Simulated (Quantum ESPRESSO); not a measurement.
**Equation of state of hcp Zn (space group 194): energy against volume (Quantum ESPRESSO, PBEsol)**

```
CELL_PARAMETERS angstrom
      2.53266     0.00000     0.00000
     -1.26633     2.19335     0.00000
      0.00000     0.00000     4.71304
ATOMIC_POSITIONS crystal
  Zn 0.66667 0.33333 0.75000
  Zn 0.33333 0.66667 0.25000
```

Method: PBEsol, GBRV 1.5 ultrasoft (PBESOL) pseudopotentials (plane waves; Quantum ESPRESSO). Settings: ecutwfc = 65 Ry; ecutrho = 325 Ry; occupations = smearing; smearing = fermi-dirac; degauss = 0.0036749 Ry; potentials = {Zn: zn_pbesol_v1.uspp.F.UPF}; K_POINTS = automatic 28 28 14 0 0 0; conv_thr = 1e-10 Ry; mixing_beta = 0.7. The cell above is the first row's. The rows scale it uniformly. In all rows fractional positions and the k mesh are held. E is the free energy at the stated smearing, counted from the lowest row.

| V (Å^3/atom) | E (meV/atom) |
|---|---|
| 13.0905 | ? |
| 13.3751 | 16.75 |
| 13.6596 | 7.12 |
| 13.9442 | 1.70 |
| 14.2288 | 0.00 |
| 14.5134 | 1.60 |
| 14.7980 | 6.11 |
| 15.0825 | 13.19 |
| 15.3671 | 22.54 |

Fit E of the 8 rows that show it with the third-order Birch-Murnaghan form, a cubic in V^(-2/3). With u = V^(-2/3) - 0.169, the rows have u = 0.008474, 0.006001, 0.003612, 0.001303, -0.000931, -0.003093, -0.005186, -0.007215. Least squares gives E = 0.552 - 833.69·u + 314721·u² + 1090290·u³. Residuals (row less fit): 0.000, 0.002, 0.002, -0.002, 0.000, 0.001, 0.002, -0.001; standard error 0.002 (degrees of freedom: 4). Its minimum lies at u = 0.001315, so V0 = (0.170315)^(-3/2) = 14.23. There d²E/du² = 638000 and d³E/du³ = 6542000, so B0 = (4/9) × 14.23^(-7/3) × 638000 × 0.160218 = 92.6 GPa (the last factor turns the table's units into GPa), and B0' = 4 + (2/3) × 0.170315 × (6542000)/638000 = 5.2. The program's pressures in the fitted runs (not shown) pass through zero at V = 14.18, 0.33 % from this V0.

Question: Estimate the missing E (V = 13.0905); what did the run itself give?

Answer: u = 0.011037, so E = 0.552 - 833.69 × 0.011037 + 314721 × 0.011037² + 1090290 × 0.011037³ = 31.154 meV/atom. The calculation gives 31.12 meV/atom, 0.034 meV/atom below the prediction (0.1 % of the range of E in the table). The row lies outside the fitted rows, so this is an extrapolation. From the scatter of the fitted rows alone, a prediction at this place has a standard error of 0.006 meV/atom, so the miss is 5.3 times that.

Carrying the step between the two nearest rows on in a straight line would have given 26.38, off by 4.74; series whose last step already gives the withheld value aren't shown. The reference cell has the volume at which an earlier scan in this program and functional put its minimum by a fit; axis ratios and inner coordinates come from a measured-size cell. The runs keep the symmetry of the cell, so they don't test it for distortions. The shape of the cell and the inner coordinates aren't relaxed, so V0 and B0 belong to this uniform scaling; a relaxed crystal lies no higher in energy and is usually softer. Cutoffs and mesh are single choices, not tested for convergence of this quantity. Series with a scatter that would blur these digits, or in which a gap closes, are not shown. Nor are scans whose minimum lies at an end fitted in this form.

Terms beyond the fitted order, or numerical noise in single rows, can give a miss of this size; the table doesn't tell which.
